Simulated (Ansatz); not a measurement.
# BaZrO3, response to strain

Consider BaZrO$_{3}$ in the cubic perovskite structure (space group Pm-3m, No. 221; a = 4.181 Å).

Strains are applied to the cell and any free atomic positions relax.

Level of theory: Ansatz (a first-principles code) PBEsol, no spin-orbit coupling.

Notes on the quantities. energy relative to the base: free energy F.

| isotropic strain (%) | energy relative to the base (meV/atom) |
|---|---|
| 0 | 0.0 |
| 0.6 | ? |
| 1.2 | 9.2 |
| 1.8 | 20.3 |
| 2.4 | 35.5 |
| 3 | 54.4 |

Task: Fit ΔE = Aε² + Bε³ (ε in %) to the rows shown and predict the withheld row.

Result: Least squares on the printed values gives A = 6.61 and B = -0.19 meV/atom (largest residual 0.0 meV/atom); this predicts 2.3 meV/atom, and the run gives 2.3 meV/atom, in agreement.

Stability against distortions was not tested.
